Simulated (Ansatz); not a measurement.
Cubic perovskite CsCdCl3, treated with r²SCAN-D4 in Ansatz (plane waves, PAW).

Settings: plane-wave cutoff 560 eV, 8×8×8 k mesh, Fermi–Dirac smearing 0.01 eV, scalar-relativistic PAW data made under PBE.

Properties against volume:

```
V (Å³/atom)  P (GPa)  direct gap at Γ (eV)  smallest gap on the k mesh (eV)
-----------  -------  --------------------  -------------------------------
27.034          2.64                 3.325                            2.611
27.609          1.65                 3.227                            2.576
28.185          0.78                 3.132                            2.540
28.760          0.00                 3.039                            2.503
29.335         -0.69                 2.949                            2.466
29.910         -1.31                 2.861                            2.427
30.485         -1.86                 2.776                            2.388
```

The fundamental gap (2.50 eV at the equilibrium volume, with added k points) lies elsewhere than Γ–Γ.

Spin–orbit coupling is not included.

Ansatz is a quantum-chemistry and plane-wave program.
